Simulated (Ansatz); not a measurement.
For corundum Ga2O3 (metastable phase), PBE-D3(BJ) (Ansatz, a quantum-chemistry and plane-wave program, plane waves, PAW) gives:

```
Item                         Value
------------------  --------------
lattice constant a         5.032 Å
c axis length             13.530 Å
formation enthalpy  -1.882 eV/atom
```

### Question
What does r²SCAN (Ansatz, plane waves, PAW) give for the same quantities?

### Answer

- lattice constant a: 4.984 Å (falls by 1.0 %)
- lattice parameter c: 13.441 Å (shrinks by 0.7 %)
- formation enthalpy: -2.069 eV/atom (moves by -0.187 eV/atom)

For comparison: lattice constant a 4.982 Å (measured, temperature not stated, no zero-point or thermal correction; as tabulated in Marezio, Remeika, J. Chem. Phys. 46, 1862 (1967) (COD 1538347)); lattice parameter c 13.433 Å (measured, temperature not stated, no zero-point or thermal correction; as tabulated in Marezio, Remeika, J. Chem. Phys. 46, 1862 (1967) (COD 1538347)).

Changes are worked out from the printed values.

Unless a cell is named, each level is at its own relaxed cell (PBE-D3(BJ) 9.89, r²SCAN 9.64 Å³/atom).

Ansatz's density-functional and Hartree–Fock values are scalar-relativistic unless marked +SOC, with PAW data made under PBE.
